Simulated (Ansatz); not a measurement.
Seebeck coefficient (μV/K, mean over directions) of p-type YN (Fm-3m) against carrier density, HSE06, rigid bands (Ansatz, a program for electronic structure). Computed gap 1.05 eV; densities at which minority carriers matter at this gap, or further valleys turn the trend, are left out. Conductivity mass 0.49 mₑ (harmonic mean over directions), N_v = 3.4e19 cm⁻³ at 300 K.

```
hole density  300 K  500 K
------------  -----  -----
1e16 cm⁻³       915    985
1e17 cm⁻³       717    786
1e18 cm⁻³       519    [?]
3e18 cm⁻³       425    [?]
1e19 cm⁻³       323    391
3e19 cm⁻³       233    298
1e20 cm⁻³       144    202
3e20 cm⁻³        81    [?]
1e21 cm⁻³        41     71
```

### Question
Fill in the missing entries.

### Answer

- 1e18 cm⁻³, 500 K: 588
- 3e18 cm⁻³, 500 K: 493
- 3e20 cm⁻³, 500 K: 127

Rigid bands with a gap fixed in temperature, one relaxation time for all states, no polarons or phonon drag, and whether or not such doping can be reached. Spin-orbit coupling is left out; where it splits the top of the valence band, N_v and the p-type Seebeck coefficient come out somewhat high without it. Geometry: cell and atoms relaxed with PBEsol.
